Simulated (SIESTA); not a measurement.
Input and output of a self-consistent single point for MgGeAs2 (I-42d, 8 atoms in the cell) (SIESTA).

Computed with LDA PW92, numerical atomic orbitals DZP, PseudoDojo LDA standard norm-conserving potentials (rewritten from UPF to PSML) (SIESTA).

```xyz
8
Lattice="-2.9795 2.9795 5.5532 2.9795 -2.9795 5.5532 2.9795 2.9795 -5.5532" Properties=species:S:1:pos:R:3 pbc="T T T"
Mg     0.0000     2.9795     2.7766
Mg     0.0000     0.0000     0.0000
Ge     0.0000     0.0000     5.5532
Ge     2.9795     0.0000     2.7766
As    -1.3414     1.4897     6.9415
As     1.4898     1.3414     4.1649
As     4.3209     1.4897     1.3883
As     1.4897     1.6381    -1.3883
```

Reference input (self-consistent single point, DFT, LDA PW92, numerical atomic orbitals DZP, PseudoDojo LDA standard norm-conserving potentials (rewritten from UPF to PSML)): XC.functional = LDA; XC.authors = PW92; potentials = PseudoDojo LDA standard; PAO.BasisSize = DZP; PAO.EnergyShift = 0.01 Ry; MeshCutoff = 300 Ry; kgrid.MonkhorstPack = 3 3 3; OccupationFunction = FD; ElectronicTemperature = 0.05 eV; MaxSCFIterations = 150; SCF.Mixer.Method = Pulay; SCF.Mixer.Weight = 0.25. This run's input differs from it in these lines:

```diff
@@ -35,5 +35,5 @@
 %block kgrid.MonkhorstPack
-    3   0   0  0.0
-    0   3   0  0.0
-    0   0   3  0.0
+    4   0   0  0.0
+    0   4   0  0.0
+    0   0   4  0.0
 %endblock kgrid.MonkhorstPack
```

Log, with long lists cut:

```
        iscf     Eharris(eV)        E_KS(eV)     FreeEng(eV)     dDmax    Ef(eV) dHmax(eV)
   scf:    1   -19607.615160   -19608.542601   -19608.542605  1.396211 -3.843585  4.655053
   scf:    2   -19609.297764   -19608.962313   -19608.962333  0.022349 -3.839399  3.298885
   scf:    3   -19609.206294   -19609.111244   -19609.111353  0.037997 -3.863715  1.230972
   scf:    4   -19609.139534   -19609.127951   -19609.128143  0.023419 -3.912924  0.157314
   scf:    5   -19609.129588   -19609.129056   -19609.129256  0.004669 -3.929175  0.016092
   scf:    6   -19609.128843   -19609.129010   -19609.129206  0.000724 -3.926547  0.036895
   scf:    7   -19609.129115   -19609.129094   -19609.129294  0.000575 -3.925641  0.002093
   scf:    8   -19609.129095   -19609.129095   -19609.129294  0.000042 -3.925736  0.000289
   scf:    9   -19609.129095   -19609.129095   -19609.129294  0.000011 -3.925708  0.000067
   scf:   10   -19609.129095   -19609.129095   -19609.129294  0.000002 -3.925714  0.000061
SCF Convergence by DM+H criterion
max |DM_out - DM_in|         :     0.0000024337
max |H_out - H_in|      (eV) :     0.0000613489
SCF cycle converged after 10 iterations

Using DM_out to compute the final energy and forces

siesta: E_KS(eV) =           -19609.1291

siesta: E_KS - E_eggbox =    -19609.1291

siesta: Atomic forces (eV/Ang):
     1   -0.000053   -0.000032    0.000139
     2   -0.000032   -0.000053    0.000139
     3    0.000096    0.000091   -0.000182
     4    0.000091    0.000096   -0.000182
     5   -0.333600    0.000014    0.000276
     6    0.000010    0.333439   -0.000642
     7    0.333439    0.000010   -0.000642
     8    0.000014   -0.333600    0.000276
   Tot   -0.000035   -0.000035   -0.000819
   Max    0.333600
   Res    0.136159    sqrt( Sum f_i^2 / 3N )
   Max    0.333600    constrained

   [... lines left out ...]
siesta: FreeEng =    -19609.129294
   [... lines left out ...]
siesta:    -0.002064   -0.000033   -0.000005
siesta:    -0.000033   -0.002064   -0.000005
siesta:    -0.000005   -0.000005    0.001873

siesta: Cell volume =        197.193426 Ang**3

siesta: Pressure (static):
siesta:                Solid            Molecule  Units
siesta:           0.00000819         -0.00002474  Ry/Bohr**3
siesta:           0.00075177         -0.00227141  eV/Ang**3
siesta:           1.20446410         -3.63919579  kBar
```

The run converged in 10 iterations. Against the reference run the free energy falls by 4.7 meV/atom, the pressure moves little (0.08 to 0.12 GPa), the largest force goes from 0.321 to 0.334 eV/Å and the gap on the mesh moves little (0.443 to 0.447 eV).

The starting cell comes from a database of computed structures (which also holds hypothetical and non-ambient phases and stackings), without a prior relaxation at this level. Values carry the incompleteness of an atom-centred basis.

Cost on one core of a shared machine: roughly 40 s.
